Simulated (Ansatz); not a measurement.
Terminations of the (110) surface of bcc Ta, measured from the surface 'clean 1x1'. Atoms come from or go to: Al: fcc Al, Au: fcc Au, Cr: bcc Cr, antiferromagnetic, Cu: fcc Cu, Ga: alpha gallium, In: tetragonal indium, Mo: bcc Mo, O: ½ O2(g), Rh: fcc Rh, Sc: hcp Sc, Ta: bcc Ta, W: bcc W. ΔE is the energy of forming the row's surface from that one (negative: more stable at these reservoirs); the vacuum level's shift is aligned on the shared bottom. No zero-point or thermal terms. These are constructed structures in small cells; real faces may alloy, dewet or reconstruct in larger ones, and not all known structures of the face are among them. Slabs of about 11 Å with all that they carry, Fermi-Dirac smearing of 0.1 eV. Bottom of the slabs: a bare face, its two planes held. Relaxed from the named starts with such symmetry as they have, on meshes of like density; energies extrapolated to zero smearing; no spin-orbit coupling, no U. Spin-polarised runs, if any, are marked in brackets, and their order is one that fits the cell; the others ran without spin. A dash marks a value that is undefined for that row (no clear gap, or no work function of a gapped slab) or was not read reliably on its mesh.

These are PBE (plane waves to 420 eV, PAW; Ansatz, an electronic-structure program) values and carry that method's errors.

| surface | atoms added per 1x1 | ΔE per 1x1 (eV) | shift of the vacuum level (eV) | work function (eV) |
|---|---|---|---|---|
| a layer of Sc in place of the third plane | +1 Sc, -1 Ta | 0.52 | -0.03 | 4.70 |
| a layer of Cu in place of the second plane | +1 Cu, -1 Ta | 0.76 | 0.28 | 5.00 |
| a layer of Al in place of the second plane | +1 Al, -1 Ta | -0.05 | 0.42 | 5.14 |
| a pseudomorphic layer of Mo in the host's stacking | +1 Mo | … | -0.32 | 4.41 |
| a cell of two sites (a+b, b-a) layer of O, one a cell, on the site that continues the host's stacking | +0.5 O | -2.20 | 0.00 | 4.73 |
| a layer of Mo in place of the second plane | +1 Mo, -1 Ta | … | -0.10 | 4.63 |
| a layer of Au in place of the third plane | +1 Au, -1 Ta | … | 0.01 | 4.75 |
| a layer of Cr in place of the third plane [spin start, no net moment] | +1 Cr, -1 Ta | 0.30 | 0.09 | 4.81 |
| a cell of two sites (a+b, b-a) layer of In, one a cell, on the site that continues the host's stacking | +0.5 In | -0.30 | -0.39 | 4.34 |
| a pseudomorphic layer of Ga in the host's stacking | +1 Ga | -0.81 | -0.17 | 4.56 |
| a layer of Rh in place of the second plane | +1 Rh, -1 Ta | -0.42 | -0.11 | 4.61 |
| a pseudomorphic layer of W in the host's stacking | +1 W | … | -0.05 | 4.68 |

Fill in the missing entries.


- a pseudomorphic layer of Mo in the host's stacking, ΔE per 1x1 (eV): 0.07
- a layer of Mo in place of the second plane, ΔE per 1x1 (eV): -0.11
- a layer of Au in place of the third plane, ΔE per 1x1 (eV): -0.13
- a pseudomorphic layer of W in the host's stacking, ΔE per 1x1 (eV): 0.34
